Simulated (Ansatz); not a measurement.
Base system: Rh in the fcc (Cu type) structure (space group Fm-3m, No. 225; a = 3.755 Å; relaxed with 0.1 eV smearing). Axes: x, y, z lie along the cube axes.

The values are results of plane-wave PAW DFT at the LDA level (Ansatz, an electronic-structure program, 420 eV), no SOC, not measurements.

It is then changed as follows: uniaxial strain ε_zz = −0.50 %, all other strain components held at zero, atoms relaxed at fixed cell.

What does the calculation give for the stress after the change?

The stress (xx, yy, zz, yz, xz, xy; compression positive) amounts to (1.1, 1.1, 2.5, 0.0, 0.0, 0.0) GPa.

Predict the new energy relative to the base.

The energy grows by 0.5 meV/atom.

Stability against distortions was not tested. The final runs are not spin-polarised.
